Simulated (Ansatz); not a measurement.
Consider Ir in the fcc (Cu type) structure (space group Fm-3m, No. 225; a = 3.845 Å; relaxed with 0.1 eV smearing). Axes: x, y, z lie along the cube axes.

Method: plane-wave PAW DFT at the r2SCAN level (Ansatz, an electronic-structure program, 500 eV), scalar-relativistic without spin-orbit coupling.

Base values:

Shortest interatomic distance: 2.719 Å

Perturbation: biaxial strain +0.42 %, plane normal [111], relaxed out of plane (Cartesian); in-plane vectors clamped, the third vector and the atoms free.

What does the calculation give for the out-of-plane strain, in-plane stress, energy relative to the base and shortest interatomic distance after the change?

The out-of-plane strain comes out as -0.21 %; the mean in-plane stress (compression positive) is -3.4 GPa; the energy increases by 1.3 meV/atom; the shortest interatomic distance is still 2.719 Å.

Whether these cells are dynamically stable was not tested. The final runs are not spin-polarised.
